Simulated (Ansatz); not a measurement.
# Evanescent states of ZrO$_{2}$ (Fm-3m, fluorite, 3 atoms a cell, 11.0 Å³ an atom) along the normal of (111)

All values below come from r2SCAN (plane waves, PAW; Ansatz, an electronic-structure program).

The gap is the functional's own, uncorrected, and κ follows it; spin-orbit coupling is left out. Mid-gap values are interpolated between the computed energies.

Energies count from the valence-band top; κ is the least over a 12×12 mesh across the current.

```tsv
E (eV)	κ (1/Å)	where
0.10	0.131	off Γ
0.28	0.222	off Γ
0.47	0.280	off Γ
0.67	0.324	off Γ
0.85	0.358	off Γ
1.04	0.386	off Γ
1.24	0.408	off Γ
1.43	0.426	off Γ
1.61	0.440	off Γ
1.80	0.443	Γ
2.00	0.439	Γ
2.19	0.432	Γ
2.38	0.422	Γ
2.56	0.409	Γ
2.75	0.392	Γ
2.94	0.371	Γ
3.13	0.344	Γ
3.33	0.309	Γ
3.52	0.262	Γ
3.71	0.191	Γ
```

**Question.** How thick must the barrier be to attenuate the transmission by 10^6 when the electrodes' Fermi level lies at 1.24 eV, and what attenuation does that film give at 2.94 eV?

**Answer.** d = 6 ln 10 / (2 × 0.408) = 16.9 Å. At 2.94 eV it gives 6 × 0.371/0.408 = 5.5 decades.
